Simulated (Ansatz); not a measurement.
# Phonon-limited transport in TiS (P6_3/mmc)

Data:

```
CELL_PARAMETERS angstrom
      3.20633     0.00000     0.00000
     -1.60316     2.77676     0.00000
      0.00000     0.00000     6.40789
ATOMIC_POSITIONS crystal
  Ti 0.00000 0.00000 0.00000
  Ti 0.00000 0.00000 0.50000
  S  0.33333 0.66667 0.25000
  S  0.66667 0.33333 0.75000
```

Method: PBEsol, DFPT electron-phonon coupling, linearised Boltzmann equation (plane waves, PAW, scalar-relativistic; Ansatz, an electronic-structure program). Cell: relaxed with this functional, without spin-orbit coupling.

| Property | Value |
|---|---|
| resistivity at 300 K | 37 (x), 37 (y), 31 (z) μΩ·cm |
| electron-phonon coupling λ | 0.43 |
| transport coupling λ_tr | 0.46 (x), 0.46 (y), 0.44 (z) |
| logarithmic mean phonon energy | 24 meV |
| density of states at the Fermi level | 1.59 states/(eV·spin·cell) |

A metal at this level (no band gap). Only scattering by harmonic phonons is included (no impurities, grain boundaries, electron-electron scattering or thermal expansion). Spin-orbit coupling is left out. Halving the electron mesh (32x32x16) moves the resistivity by up to 11 % at 300 K, the coupling by up to 5 %. Smearing 0.20 eV; phonons on a 5x5x2 q mesh, which this run doesn't test.

Formula and space group known from diffraction (Crystallography Open Database), not checked to be the room-temperature form: TiS (P6_3/mmc).
